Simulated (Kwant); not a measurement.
Device: wire with one Gaussian impurity in a CdTe two-dimensional gas. Effective mass 0.096 mₑ, grid spacing 2 nm, hard walls, nominal width 60 nm (29 grid rows, so walls 60 nm apart), one parabolic valley, scattering region 180 nm long along x; energies count from the band bottom; Fermi energy swept from 0.00087044 to 0.018497 eV. Impurity U exp(−r²/2σ²), U = -0.14 eV, σ = 4.9 nm, 0 nm off the axis.

Constants are typed, rounded textbook-type inputs, not results; the design itself was drawn at random and stands for no fabricated device.

Kwant, effective-mass tight-binding model on a square grid, one spin, coherent transport at 0 K. Conductance is in e²/h.

### Question
How many channels do the leads carry at E = 7.68, 8.13, 13.8 meV?

### Answer
The hard-wall thresholds are n² ħ²π²/(2mW²) = n² × 1.09 meV with W = 60 nm. √(7.68/1.09) = 2.66, so 2. √(8.13/1.09) = 2.73, so 2. √(13.8/1.09) = 3.56, so 3.
